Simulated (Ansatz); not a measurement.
## What isotropic strain −1.20 % does to Ag2O

Consider Ag2O (space group Pn-3m, No. 224; a = 4.812 Å).

Modification: the cell is scaled by 0.9880 in all directions; the atoms relax in the strained cell.

All numbers come from plane-wave PAW DFT at the PBE level (Ansatz, an electronic-structure program, 420 eV), spin-orbit coupling left out. Γ-centred 7×7×7 mesh, Fermi–Dirac width 0.05 eV.

```json
[
 {"quantity": "volume per atom", "base": "18.58 Å³", "changed": "17.91 Å³", "shift": "-0.661 Å³"},
 {"quantity": "shortest interatomic distance", "base": "2.084 Å", "changed": "2.059 Å", "shift": "-0.025 Å"},
 {"quantity": "energy relative to the base (free energy F)", "base": "0 meV/atom", "changed": "+5.5 meV/atom", "shift": "+5.5 meV/atom"},
 {"quantity": "pressure", "base": "0.0 GPa", "changed": "2.8 GPa", "shift": "+2.8 GPa"},
 {"quantity": "band gap", "base": "zero", "changed": "zero", "shift": "–"}
]
```

Cost of the whole job for the changed cell (relaxation, final SCF and bands): around 15 core-seconds (rough).

A case with no gap was solved on a k-mesh chosen for an insulator, which is coarse for it. No phonon test of stability was made. No Hubbard U is applied, and correlation can decide whether such a compound is a metal. The final runs are not spin-polarised. The zero or small gap of Ag2O can change with the level of theory.
